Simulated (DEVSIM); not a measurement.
Structure: Al/La2O3/p-Si capacitor, at 300 K.

```
layer (left to right)  material  thickness (nm)  Na (cm⁻³)
---------------------  --------  --------------  ---------
1                         La2O3            15.0          -
2                            Si           13000       2e15
```

Metal gate on the left, work function 4.1 eV. Fixed charge at the semiconductor interface 0 cm⁻² (in units of +e); no interface traps.

The device is made up for the run: typed textbook-type constants, with dimensions and the other settings drawn at random. Values at 300 K.

```tsv
parameter	La2O3	Si
gap (eV)	5.8	1.124
affinity (eV)	1.8	4.05
permittivity	27	11.7
Nc (cm⁻³)	-	2.86e19
Nv (cm⁻³)	-	3.1e19
```

Model (solved in DEVSIM): 1D Poisson equation in equilibrium, Boltzmann statistics, complete ionisation; no quantum confinement or tunnelling. Metal contacts follow the ideal Schottky-Mott rule: no Fermi-level pinning, no interface dipoles.

The La2O3 thickness was swept, all else fixed.

```csv
La2O3 thickness (μm),capacitance of the dielectric stack (μF/cm²)
0.006,3.98
0.0083,2.88
0.01,2.39
0.013,1.84
0.015,1.59
0.018,1.33
```

From the first row to the last the capacitance of the dielectric stack goes from 3.98 to 1.33.
